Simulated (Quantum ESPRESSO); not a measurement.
Worked example: self-consistent single point of LuCdNi4 (F-43m, 6 atoms in the cell) in Quantum ESPRESSO.

Method: PBEsol, PSlibrary ultrasoft (PBE) pseudopotentials (plane waves; Quantum ESPRESSO 7.5).

```yaml
crystal:
  lattice:
    - [0.00000, 3.39568, 3.39568]
    - [3.39568, 0.00000, 3.39568]
    - [3.39568, 3.39568, 0.00000]
  atoms:
    - { symbol: Lu, position: [0.75000, 0.75000, 0.75000] }
    - { symbol: Cd, position: [0.00000, 0.00000, 0.00000] }
    - { symbol: Ni, position: [0.37434, 0.37434, 0.37434] }
    - { symbol: Ni, position: [0.87698, 0.37434, 0.37434] }
    - { symbol: Ni, position: [0.37434, 0.37434, 0.87698] }
    - { symbol: Ni, position: [0.37434, 0.87698, 0.37434] }
```

Reference input (self-consistent single point, DFT, PBEsol, plane waves, PSlibrary ultrasoft (PBE) pseudopotentials): ecutwfc = 50 Ry; ecutrho = 600 Ry; occupations = smearing; smearing = gauss; degauss = 0.0099958 Ry; input_dft = pbesol; K_POINTS = automatic 5 5 5 0 0 0; conv_thr = 1e-10 Ry; mixing_beta = 0.4. This run's input differs from it in these lines:

```diff
@@ -12,4 +12,4 @@
    ntyp = 3
-   ecutwfc = 50
-   ecutrho = 600
+   ecutwfc = 45
+   ecutrho = 540
    occupations = 'smearing'
```

Output, abridged:

```
     Self-consistent Calculation

     iteration #  1     ecut=    45.00 Ry     beta= 0.40

     Threshold (ethr) on eigenvalues was too large:
     Diagonalizing with lowered threshold

     total energy              =    -625.34730518 Ry
     estimated scf accuracy    <       0.53646060 Ry

     iteration #  2     ecut=    45.00 Ry     beta= 0.40

     total energy              =    -625.36529963 Ry
     estimated scf accuracy    <       2.12000025 Ry

     iteration #  3     ecut=    45.00 Ry     beta= 0.40

     total energy              =    -625.57214854 Ry
     estimated scf accuracy    <       0.01521549 Ry

   [... 10 blocks of this kind left out ...]

     iteration # 14     ecut=    45.00 Ry     beta= 0.40

     total energy              =    -625.58156316 Ry
     estimated scf accuracy    <          1.1E-10 Ry

     iteration # 15     ecut=    45.00 Ry     beta= 0.40
     End of self-consistent calculation

     the Fermi energy is    14.5608 ev

!    total energy              =    -625.58156316 Ry
     estimated scf accuracy    <          8.5E-12 Ry
     smearing contrib. (-TS)   =      -0.00398097 Ry
     internal energy E=F+TS    =    -625.57758219 Ry

     convergence has been achieved in  15 iterations

     Forces acting on atoms (cartesian axes, Ry/au):

     atom    1 type  1   force =     0.00000000    0.00000000    0.00000000
     atom    2 type  2   force =     0.00000000   -0.00000000    0.00000000
     atom    3 type  3   force =     0.00057460    0.00057460    0.00057460
     atom    4 type  3   force =     0.00057460   -0.00057460   -0.00057460
     atom    5 type  3   force =    -0.00057460   -0.00057460    0.00057460
     atom    6 type  3   force =    -0.00057460    0.00057460   -0.00057460

     Total force =     0.001990     Total SCF correction =     0.000005

          total   stress  (Ry/bohr**3)                   (kbar)     P=       31.97
   0.00021729   0.00000000  -0.00000000           31.97        0.00       -0.00
   0.00000000   0.00021729  -0.00000000            0.00       31.97       -0.00
  -0.00000000  -0.00000000   0.00021729           -0.00       -0.00       31.97

   JOB DONE.
```

The run converged in 15 iterations. Against the reference run the free energy goes up by 20.1 meV/atom, the pressure goes from 3.77 to 3.20 GPa and the largest force hardly changes (0.025 to 0.026 eV/Å).

The starting cell comes from a database of computed structures (which also holds hypothetical and non-ambient phases and stackings), without a prior relaxation at this level. Its lattice was rescaled by a random factor within 2.5 % of one. Spin polarisation is off.

Cost on one core of a shared machine: roughly 2 min.
